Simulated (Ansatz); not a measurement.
MgS under load (space group I4/mmm), Ansatz (a program for electronic structure) with r2SCAN with spin-orbit coupling, rigid bands. Condition of this run: biaxial stress xx = yy = -2 GPa (compression positive) (the target of the relaxation). Band gap 3.30 eV, N_c = 6.14e18 cm⁻³ and N_v = 4.44e19 cm⁻³ at 300 K, conductivity masses along y (a = (0.00, 2.63, 2.58) Å; b = (2.63, 0.00, 2.58) Å; c = (2.63, 2.63, 0.00) Å) of 0.325 mₑ (electrons) and 1.12 mₑ (holes). Take k_BT = 0.02585 eV.

Q: What thermal injection velocity √(2k_BT/πm) limits a ballistic channel along the direction named?

A: 9.44e6 cm/s for electrons and 5.08e6 cm/s for holes, a ratio of √(m_h/m_e) = 1.86, for dilute carriers.

Q: A film of it is 8 nm thick, with its normal along the direction named. Estimate the confinement energies in an infinite well.

A: ħ²π²/(2m t²) = 0.376 eV·nm²/(m/mₑ × t²) gives 18.1 meV for electrons and 5.25 meV for holes, so the gap would widen to about 3.32 eV. Finite barriers and nonparabolic bands lower this, and with several valleys or bands the heaviest mass along the normal sets the lowest level, not this average.

Q: Find the intrinsic carrier density and the intrinsic Fermi level.

A: n_i = √(N_c N_v) exp(−E_g/2k_BT) = 1.65e19 × exp(−63.82) = 3.2e-9 cm⁻³. The level lies (k_BT/2) ln(N_v/N_c) = 26 meV from mid-gap (positive towards the conduction band). Each 0.1 eV added to the gap lowers n_i by a factor of 6.9.

Rigid bands with the computed gap; masses take one relaxation time for all states.
